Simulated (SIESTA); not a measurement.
Worked example: relaxation of cell and atoms of MgB₂ (P6/mmm, 3 atoms in the cell) in SIESTA.

Computed with GGA PBE, numerical atomic orbitals DZP, PseudoDojo PBE standard norm-conserving potentials (rewritten from UPF to PSML) (SIESTA 5.4.2).

```
MgB2
1.0
    2.99722     0.00000     0.00000
   -1.49861     2.59567     0.00000
    0.00000     0.00000     3.44552
Mg B
1 2
Cartesian
  0.00000   0.00000   0.00000
  1.49861   0.86522   1.72276
  0.00000   1.73044   1.72276
```

Reference input (self-consistent single point, DFT, GGA PBE, numerical atomic orbitals DZP, PseudoDojo PBE standard norm-conserving potentials (rewritten from UPF to PSML)): XC.functional = GGA; XC.authors = PBE; potentials = PseudoDojo PBE standard; PAO.BasisSize = DZP; PAO.EnergyShift = 0.01 Ry; MeshCutoff = 300 Ry; kgrid.MonkhorstPack = 13 13 10; OccupationFunction = FD; ElectronicTemperature = 1160.45 K; MaxSCFIterations = 150; SCF.Mixer.Method = Pulay; SCF.Mixer.Weight = 0.2. This run's input differs from it in these lines:

```diff
@@ -42,2 +42,7 @@
 Diag.ParallelOverK           true
+MD.TypeOfRun                 CG
+MD.Steps                     40
+MD.MaxForceTol               0.02 eV/Ang
+MD.VariableCell              true
+MD.MaxStressTol              0.05 GPa
 WriteForces                  true
```

The program printed (abridged):

```
        iscf     Eharris(eV)        E_KS(eV)     FreeEng(eV)     dDmax    Ef(eV) dHmax(eV)
   scf:    1    -1756.901928    -1773.791411    -1773.806321  1.403550 -6.745025  7.604295
   scf:    2    -1775.266339    -1774.561922    -1774.581546  0.164351 -6.458945  5.250093
   scf:    3    -1775.436384    -1775.213865    -1775.234005  0.483527 -5.627549  0.440577
   scf:    4    -1775.161463    -1775.189193    -1775.208631  0.051166 -5.553274  0.697344
   scf:    5    -1775.239878    -1775.228985    -1775.250513  0.152521 -5.777920  0.112196
   scf:    6    -1775.231265    -1775.230288    -1775.251670  0.015362 -5.755697  0.028551
   scf:    7    -1775.230527    -1775.230424    -1775.251768  0.005095 -5.751925  0.005468
   scf:    8    -1775.230448    -1775.230437    -1775.251771  0.000966 -5.750581  0.000370
   scf:    9    -1775.230438    -1775.230437    -1775.251771  0.000077 -5.750565  0.000021
   scf:   10    -1775.230437    -1775.230437    -1775.251771  0.000003 -5.750561  0.000005
SCF Convergence by DM+H criterion
max |DM_out - DM_in|         :     0.0000034348
max |H_out - H_in|      (eV) :     0.0000051528
SCF cycle converged after 10 iterations

Using DM_out to compute the final energy and forces

siesta: E_KS(eV) =            -1775.2304

siesta: E_KS - E_eggbox =     -1775.2304

siesta: Atomic forces (eV/Ang):
     1   -0.000000   -0.000000    0.000000
     2   -0.000119    0.000070    0.000000
     3    0.000119   -0.000070    0.000000
   Tot    0.000000   -0.000000    0.000000
   Max    0.000119
   Res    0.000065    sqrt( Sum f_i^2 / 3N )
   Max    0.000119    constrained

Stress tensor Voigt[x,y,z,yz,xz,xy] (kbar):     -207.12     -206.59     -102.53        0.00       -0.00        0.46
(Free)E + p*V (eV/cell)    -1772.3728
Target enthalpy (eV/cell)    -1775.2518

   [... lines left out ...]
siesta: Pressure (static):        172.07819824  kBar
siesta: Pressure (total):        172.07819824  kBar
No target stress found, assuming hydrostatic MD.TargetPressure.
Target stress (kBar)
outcell: Cell volume (Ang**3)        :     29.5508
        iscf     Eharris(eV)        E_KS(eV)     FreeEng(eV)     dDmax    Ef(eV) dHmax(eV)
siesta: Pressure (static):         -0.28960841  kBar
siesta: Pressure (total):         -0.28960841  kBar
outcell: Cell volume (Ang**3)        :     29.5508
siesta: FreeEng =     -1775.391710
   [... lines left out ...]
siesta:     0.000297   -0.000108    0.000000
siesta:    -0.000108    0.000172   -0.000000
siesta:     0.000000   -0.000000    0.000073

siesta: Cell volume =         29.550788 Ang**3

siesta: Pressure (static):
siesta:                Solid            Molecule  Units
siesta:          -0.00000197         -0.00000119  Ry/Bohr**3
siesta:          -0.00018076         -0.00010971  eV/Ang**3
siesta:          -0.28960841         -0.17577922  kBar
```

The run converged. 

Summary of the result:
```
Item                                                                                                          Value
------------------------------------  -----------------------------------------------------------------------------
Free energy E − TS                                                                                    -1775.3917 eV
Fermi level (on the code's own zero)                                                                       -5.40 eV
Pressure                                                                                                  -0.03 GPa
Largest force (vector length)                                                                            0.004 eV/Å
Final cell                            a = 3.1053 Å, b = 3.1053 Å, c = 3.5393 Å, α = 90.00°, β = 90.00°, γ = 120.02°
Final volume per atom                                                                                       9.85 Å³
Relaxation steps                                                                                                  9
```

The starting cell comes from a database of computed structures (which also holds hypothetical and non-ambient phases and stackings), without a prior relaxation at this level. Its lattice was rescaled by a random factor within 2.5 % of one. Values carry the incompleteness of an atom-centred basis.

Cost on one core of a shared machine: roughly 3 min.
